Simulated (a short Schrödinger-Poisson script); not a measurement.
Structure: MOS inversion layer, Si3N4 on p-type Si(110), at 300 K.

From the gate side: 5.1 nm Si3N4; 1400 nm Si, acceptors 1e17 cm⁻³.

Constants are typed, rounded textbook-type inputs, not results; the design itself was drawn at random and stands for no fabricated device. Si3N4: permittivity 7.5, conduction-band edge (eV) 1.95, gap (eV) 5.1, electron mass (mₑ) 0.5. Si: permittivity 11.7, conduction-band edge (eV) 0, gap (eV) 1.124, Nv at 300 K (cm⁻³) 3.1e19.

Channel valleys (confinement mass, in-plane density-of-states mass, number): Δ4 0.315, 0.324, 4; Δ2 0.19, 0.417, 2. At the gate the conduction-band edge of layer 1 lies 2.55 eV − eVg above the Fermi level of the channel; the field vanishes at the back. Gaps are held at their typed values at every temperature. Mesh 0.03 nm at interfaces.

Solved with a short Schrödinger-Poisson script written for these runs: 1D Poisson equation in equilibrium, electrons quantum, Hartree (BenDaniel-Duke, 12 states a valley, the channel's in-plane mass for all, wave functions ending at the dielectric), parabolic valleys, classical holes, full ionisation, no traps, pinning or gate leakage.

```csv
Vg (V),electrons (cm⁻²),C (μF/cm²),Δ4 E0 (meV from the Fermi level),Δ2 E0 (meV from the Fermi level)
0.6,9.46e9,0.139,200.7,213.8
0.7,1.44e11,0.495,129.6,143.5
0.8,5.38e11,0.780,94.5,109.9
0.9,1.06e12,0.891,76.0,93.0
1,1.63e12,0.948,63.8,82.4
1.1,2.23e12,0.983,54.7,74.9
1.2,2.85e12,1.01,47.5,69.2
1.3,3.49e12,1.03,41.4,64.5
1.4,4.13e12,1.04,36.1,60.7
1.5,4.78e12,1.05,31.5,57.5
1.6,5.44e12,1.06,27.3,54.6
1.7,6.11e12,1.07,23.5,52.1
1.8,6.78e12,1.08,20.0,49.9
1.9,7.46e12,1.09,16.8,47.9
2,8.14e12,1.09,13.8,46.1
2.1,8.82e12,1.10,10.9,44.4
2.2,9.51e12,1.10,8.2,42.9
```

Gate voltages with under 1e9 electrons/cm² are left out.

**Question.** At Vg = 2.2 V the lowest Δ4 subband lies at 8.2 meV from the Fermi level. How many electrons does it hold, and what share of all?

**Answer.** The two-dimensional density of states is g m/(πħ²) = 5.41e11 cm⁻² meV⁻¹ (both spins), kT = 25.9 meV, so n = D kT ln(1 + exp(−E/kT)) = 7.66e12 cm⁻², 0.81 of the 9.51e12 cm⁻² in all.

**Question.** Compare the slope of the sheet density between 2 and 2.2 V with the geometric capacitance of the layers between gate and channel.

**Answer.** q Δn/ΔV = 1.10 μF/cm²; ε0/Σ(t/ε) = 1.30 μF/cm². The ratio is 0.84: the channel acts as a further capacitance in series.
